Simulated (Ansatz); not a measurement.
# C vacancy + C vacancy + Ni interstitial (diamond host)

All values below come from PBE, PAW (plane waves to 420 eV; Ansatz, a program for electronic structure). A 2×2×2 supercell of 64 sites was used; the energies come from a 2×2×2 shifted sampling of its zone. Sites at the start: the C site; C 1.55 Å away; midway between the emptied sites. Charged cells carry a point-charge image correction with potential alignment at far atoms. Dielectric constants: PBE linear response of the host. Host gap at this level: 4.13 eV. Finite-size and sampling errors can reach tenths of an eV here. The semilocal functional narrows the gap, so deep levels can fall outside it. Spin–orbit coupling is left out, and no Hubbard U is applied to the open shells. Each state is the lowest found from its start.

Formation energies E_f are given with the Fermi level at the valence-band maximum. Chemical conditions: host crystal and elements as references (Δμ(C) = 0.14 eV, Δμ(Ni) = 0.00 eV; Ni taken from its element, since no compound that bounds it was computed at this level; only phases computed here count, gases as isolated molecules at 0 K). Reference phases: C: graphite, Ni: fcc Ni, ferromagnetic.

```csv
charge,moment (μB),point group,largest move off a lattice site (Å),image correction with alignment (eV),"E_f, host crystal and elements as references (eV)",above the lowest spin state (eV)
+1†,fractional,–,0.09,0.33,–,0.00
0†,fractional,–,0.08,0.00,5.83,0.00
0†,not spin-polarised,–,0.08,0.00,5.84,0.01
−1†,quenched,–,0.08,0.35,–,0.00
−2,not spin-polarised,D3d,0.09,1.40,8.37,0.00
```

† Not settled in this cell, so no level is given: charge +1: fractional moment, a level filled in part, level within 0.1 eV of a band edge or past it; charge 0: fractional moment, a level filled in part; charge −1: a level filled in part.

Point groups are those of the whole cell at tolerances of 0.03 and 0.1 Å ("near" where only the looser one holds); none is given for unsettled states.

Starting moments that weren't kept: charge +1 began with 1 μB and ended with 0.5; charge 0 began with 2 μB and ended with 0.5; charge −1 began with 1 μB and ended with 0.0.

Flagged in the runs: a doubtful potential alignment.

All states together cost roughly 25 core-minutes.
